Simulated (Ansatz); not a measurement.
System: L1₀ (CuAu-type) FePt. Method: revPBE in Ansatz (plane waves, PAW).

Settings: plane-wave cutoff 520 eV, 20×20×16 k mesh (along the axes of the cell as run), Fermi–Dirac smearing 0.05 eV, spin-polarised with parallel moments, scalar-relativistic PAW data made under PBE.

Response to compression and expansion:

Shape and atoms are relaxed at each volume.

| V (Å³/atom) | P (GPa) | moment (μB per cell of 2 atoms) | c (Å) | a (Å) |
|---|---|---|---|---|
| 13.706 | 8.52 | 3.28 | 3.736 | 2.709 |
| 13.992 | 4.01 | 3.32 | 3.761 | 2.728 |
| 14.277 | 0.00 | 3.35 | 3.785 | 2.747 |
| 14.563 | -3.55 | 3.39 | 3.808 | 2.766 |
| 14.848 | -6.69 | 3.42 | 3.831 | 2.784 |

Note: the bulk modulus comes from volumes at which shape and atoms were relaxed.

Ansatz is a first-principles code.
